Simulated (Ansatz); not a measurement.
SnS₂ (model structure, started from the anatase type, I4₁/amd, No. 141, 6 atoms in the cell), treated with PBEsol in Ansatz (plane waves, PAW).

Settings: plane-wave cutoff 500 eV, 12×12×12 k mesh, Fermi–Dirac smearing 0.05 eV, scalar-relativistic PAW data made under PBE.

Cell (relaxed at this level):

```xyz
6
Lattice="-2.6211 2.6211 5.4447 2.6211 -2.6211 5.4447 2.6211 2.6211 -5.4447" Properties=species:S:1:pos:R:3 pbc="T T T"
Sn     0.0000     0.0000     5.4447
Sn     2.6211     0.0000     2.7224
S      0.0000     0.0000     3.0197
S      2.6211     0.0000     0.2974
S      2.6211     0.0000     5.1473
S      0.0000     0.0000     7.8697
```

Q: What does this level give for the band gap?

A: 
- band gap: 0.54 eV (on the SCF k mesh)

Note: the relaxation could raise the start's symmetry but not lower it, so the cell can be a saddle point.

Spin–orbit coupling is not included.

Static lattice: no zero-point or thermal effects.

Cost on a shared machine: very roughly 7 core-minutes.

A model structure was made by putting elements into a prototype or built by hand; it is no filed structure, need not be a known phase, and can be a saddle point held by its symmetry.

Ansatz is a first-principles code.
